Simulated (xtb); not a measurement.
xtb 6.7.1, GFN1-xTB: Cc1csc(-c2sc(-c3c4ccccc4cc4ccccc34)cc2F)c1, 41 atoms. The geometry is a generated start, not checked to be a minimum at this level.

| Property | Value |
|---|---|
| method | GFN1-xTB |
| --acc | 1 (default) |
| --etemp (K) | 300 (default) |
| detailed input (--input) | none: ANC optimiser, Lindh (1995) Hessian, microcycle=20, maxdispl=1.0, hlow=0.01 (default) |
| basis functions | 146 |
| valence electrons | 126 |

The structure is relaxed from this start with --opt LEVEL for the levels crude, sloppy, loose, lax, normal, tight, vtight, extreme, once each. Up to the end of the extreme run atoms move by at most 1.1 Å along an axis.

Q: What is the loosest level that ends within 1 meV of the extreme run, and how many cycles does it take?

A: tight: 65 cycles against 82, ending 0.14 meV above.

| level | cycles | energy above the extreme run (meV) | gradient norm (eV/Å) |
|---|---|---|---|
| crude | 4 | 60 | 0.30 |
| sloppy | 6 | 51 | 0.21 |
| loose | 14 | 25 | 0.099 |
| lax | 22 | 19 | 0.070 |
| normal | 44 | 2.5 | 0.010 |
| tight | 65 | 0.14 | 0.0086 |
| vtight | 78 | under 0.01 | 0.0028 |
| extreme | 82 | — | 0.0012 |
